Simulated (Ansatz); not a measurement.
## MoP (model structure, started from the NbAs type, I4₁md, No. 109, 4 atoms in the cell): properties by level of theory

```
level (code)         equilibrium lattice constant a (Å)  lattice parameter c (Å)
-------------------  ----------------------------------  -----------------------
PBE (Ansatz)                                        ___                   11.235
PBEsol (Ansatz)                                   3.193                      ___
PBE-D3(BJ) (Ansatz)                               3.192                   11.082
```

Q: Some entries are withheld; supply them.

A: 
- PBE (Ansatz, a program for electronic structure), equilibrium lattice constant a (Å): 3.220
- PBEsol (Ansatz), lattice parameter c (Å): 11.114

Ansatz's density-functional and Hartree–Fock values are scalar-relativistic unless marked +SOC, with PAW data made under PBE.

Static lattice: no zero-point or thermal effects.

A model structure was made by putting elements into a prototype or built by hand; it is no filed structure, need not be a known phase, and can be a saddle point held by its symmetry.
